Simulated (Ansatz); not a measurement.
Si (diamond structure), Σ9 (114) [1-10] symmetric tilt. One B atom replaces one Si atom in a bicrystal of 63 atoms (one solute to 63 Å² of one boundary, a high coverage); atoms relaxed, cell held. Energies count from the site farthest from both boundaries, which lies only 5.2 Å away; negative means that the solute is drawn to the site. The cell is neutral, and spin is allowed where the electrons are odd. k-points: Γ-centred 2×6×1 mesh; occupations: Fermi-Dirac, 0.050 eV; spin-polarised, moments started parallel. Scalar-relativistic, no spin-orbit coupling.

Sites tried, by distance from the nearest boundary plane (Å): 0.01, 0.25, 0.98, 1.95.

Question: Does B segregate by PBE run with Ansatz (a program for electronic structure), and with what energy at each site?

Answer: 0.01 Å: -0.13 eV; 0.25 Å: -0.24 eV; 0.98 Å: -0.65 eV; 1.95 Å: 0.43 eV. The most favoured site tried binds it by 0.65 eV.
